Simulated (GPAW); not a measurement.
Input and output of a self-consistent single point for MgS (Fm-3m, 2 atoms in the cell) (GPAW).

Level of theory: LDA (Perdew-Wang 92), GPAW PAW datasets LDA (gpaw-data 1.0.1) (plane waves; GPAW).

```
CELL_PARAMETERS angstrom
      0.00000     2.61924     2.61924
      2.61924     0.00000     2.61924
      2.61924     2.61924     0.00000
ATOMIC_POSITIONS crystal
  Mg 0.00000 0.00000 0.00000
  S  0.50000 0.50000 0.50000
```

Reference input (self-consistent single point, DFT PBE, plane waves, GPAW PAW datasets PBE (gpaw-data 1.0.1)): mode = pw; ecut = 850 eV; xc = PBE; kpts = 7 7 7; mesh shift (steps) = 0 0 0; occupations.name = fermi-dirac; occupations.width = 0.02 eV; nbands = -4; convergence.density = 1e-05 e/electron; convergence.energy = 1e-05 eV/electron; convergence.bands = -2; symmetry.symmorphic = false. This run's input differs from it in these lines:

```diff
@@ -13,3 +13,3 @@
 calc = GPAW(mode=PW(850),
-            xc='PBE',
+            xc='LDA',
             kpts=(7, 7, 7),
```

Its files differ too (potentials: GPAW PAW datasets LDA (gpaw-data 1.0.1)).

Output (repeated stretches shortened):

```
     iter     time        total  log10-change:
                         energy   eigst   dens
iter:   1 --:--:--    -9.937502   +0.79
iter:   2 --:--:--    -9.883882   -0.11  -1.15
iter:   3 --:--:--    -9.599771   -0.77  -1.18
iter:   4 --:--:--    -9.599429   -1.50  -1.57
iter:   5 --:--:--    -9.614051   -1.95  -1.61
iter:   6 --:--:--    -9.596065   -2.38  -1.90
iter:   7 --:--:--    -9.596363   -1.54  -2.99
iter:   8 --:--:--    -9.595803   -3.20  -2.89
iter:   9 --:--:--    -9.595796   -1.48  -3.39
iter:  10 --:--:--    -9.595792c  -3.07  -3.41
iter:  11 --:--:--    -9.595799c  -4.67  -3.58
iter:  12 --:--:--    -9.595780c  -5.66  -3.46
iter:  13 --:--:--    -9.595780c  -7.16  -4.48
iter:  14 --:--:--    -9.595780c  -7.79c -4.87
iter:  15 --:--:--    -9.595780c  -8.57c -4.93
iter:  16 --:--:--    -9.595780c  -8.67c -4.85
iter:  17 --:--:--    -9.595780c  -9.13c -4.81
iter:  18 --:--:--    -9.595780c  -9.19c -4.99
iter:  19 --:--:--    -9.595780c -10.07c -5.08c
Converged after 19 iterations.

Dipole moment: (-0.000000, -0.000000, -0.000000) |e|*Ang

Energy contributions relative to reference atoms: (reference = -16251.813960)

Kinetic:         +4.672302
Potential:       -3.903704
External:        +0.000000
XC:             -10.380439
Entropy (-ST):   -0.000000
Local:           +0.016060
SIC:             +0.000000
--------------------------
Free energy:     -9.595780
Extrapolated:    -9.595780

Showing only first 2 kpts
 Kpt  Band  Eigenvalues  Occupancy
  0     6      4.23634    2.00000
  0     7      4.23634    2.00000
  0     8      7.56135    0.00000
  0     9     17.02035    0.00000

  1     6      3.83295    2.00000
  1     7      3.83295    2.00000
  1     8      8.96379    0.00000
  1     9     12.21761    0.00000

Fermi level: 5.20869

Gap: 2.735 eV
Transition (v -> c):
   [... lines left out ...]
Direct/indirect transitions are different
Direct gap: 3.325 eV
Transition at: (s=0, k=0, n=7, [0.00, 0.00, 0.00])
Energy (eV): -9.59578

Forces in eV/Ang:
  0 Mg   -0.00000   -0.00000   -0.00000
  1 S     0.00000   -0.00000    0.00000

Stress tensor:
     0.028697     0.000000     0.000000
     0.000000     0.028697     0.000000
     0.000000     0.000000     0.028697
Stress (GPa, Voigt): [4.5978 4.5978 4.5978 0.     0.     0.    ]
```

The run converged in 19 iterations. GPAW prints stress with tension positive. Against the reference run the pressure goes from -0.45 to -4.60 GPa and the gap on the mesh goes from 2.960 to 2.735 eV.

The starting cell comes from a database of computed structures (which also holds hypothetical and non-ambient phases and stackings), without a prior relaxation at this level. Its lattice was rescaled by a random factor within 2.5 % of one. With a pressure of about -5 GPa the cell is away from its equilibrium volume at this level.
